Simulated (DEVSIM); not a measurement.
Structure: abrupt Si p-n junction, at 350 K.

```
layer (left to right)  material  thickness (μm)  Nd (cm⁻³)  Na (cm⁻³)  τn (s)  τp (s)
---------------------  --------  --------------  ---------  ---------  ------  ------
1                            Si            2.50          -     1.3e18    2e-7    2e-7
2                            Si             160     1.3e16          -    2e-7    2e-7
```

Left contact: ohmic. Right contact: ohmic. Voltage is applied to the left contact. Recombination: SRH at mid-gap, radiative, Auger. Mobility is μmin + (μ − μmin)/(1 + (N/Nref)^α).

This is a model device: material constants are rounded textbook-type values typed into the input, and sizes, dopings and lifetimes were drawn at random. Values at 300 K; Nc and Nv go as T^1.5, mobilities as T to minus their exponent, the gap by Varshni's rule with the affinity fixed.

```tsv
parameter	Si
gap (eV)	1.124
affinity (eV)	4.05
permittivity	11.7
Nc (cm⁻³)	2.86e19
Nv (cm⁻³)	3.1e19
μn (cm²/Vs)	1417
μp (cm²/Vs)	470
μn,min	52
μp,min	45
Nref,n	9.7e16
Nref,p	2.2e17
αn	0.68
αp	0.72
T exponent of μn	2.3
T exponent of μp	2.2
B (cm³/s)	4.7e-15
Cn (cm⁶/s)	2.8e-31
Cp (cm⁶/s)	9.9e-32
Varshni α (eV/K)	0.000473
Varshni β (K)	636
```

Model (solved in DEVSIM): 1D drift-diffusion, Boltzmann statistics, complete ionisation; no tunnelling, impact ionisation, image-force lowering or self-heating.

The thickness of layer 2 was swept, all else fixed.

```csv
thickness of layer 2 (μm),dark forward voltage at 1 A/cm² (V)
32,0.551
56,0.554
96,0.556
160,0.561
270,0.568
480,0.581
800,?
```

### Question
What belongs in the gaps?

### Answer

- 800, dark forward voltage at 1 A/cm² (V): 0.598
